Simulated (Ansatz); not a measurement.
**Carrier properties of SiC (F-43m)**

Given:

```
CSi
1.0
    0.00000     2.17840     2.17840
    2.17840     0.00000     2.17840
    2.17840     2.17840     0.00000
Si C
1 1
Direct
  0.25000   0.25000   0.25000
  0.00000   0.00000   0.00000
```

The numbers are results of PBEsol, rigid bands (plane waves, PAW, scalar-relativistic; Ansatz, a quantum-chemistry and plane-wave program), not measurements. Cell: cell and atoms relaxed with PBEsol.

```
Quantity                                                                                                                                                       Value
---------------------------------------------------------------------------------------------------------------------------------------  ---------------------------
band gap                                                                                                                                                     1.24 eV
electron conductivity mass (300 K, dilute)                                                                                                                   0.30 mₑ
hole conductivity mass (300 K, dilute)                                                                                                                       0.68 mₑ
effective density of states N_c (300 K)                                                                                                                  1.4e19 cm⁻³
effective density of states N_v (300 K)                                                                                                                  1.6e20 cm⁻³
density-of-states mass, electrons                                                                                                                            0.68 mₑ
density-of-states mass, holes                                                                                                                                 3.5 mₑ
Seebeck coefficient, n-type 1e19 cm⁻³, 300 K                                                                                                               -249 μV/K
best n-type power factor at 300 K for τ = 10 fs (best axis; densities from 1e16 to 1e21 cm⁻³ tried, whether or not they can be reached)  7.6 μW/(cm·K²) at 3e19 cm⁻³
Seebeck coefficient, p-type 1e19 cm⁻³, 300 K                                                                                                                442 μV/K
best p-type power factor at 300 K for τ = 10 fs (best axis; densities from 1e16 to 1e21 cm⁻³ tried, whether or not they can be reached)   31 μW/(cm·K²) at 3e20 cm⁻³
```

Rigid bands; masses and Seebeck coefficients take one relaxation time τ for all states and one kind of carrier; polarons and phonon drag are left out. Spin-orbit coupling is left out; where it splits the top of the valence band, N_v and the p-type Seebeck coefficient come out somewhat high without it.
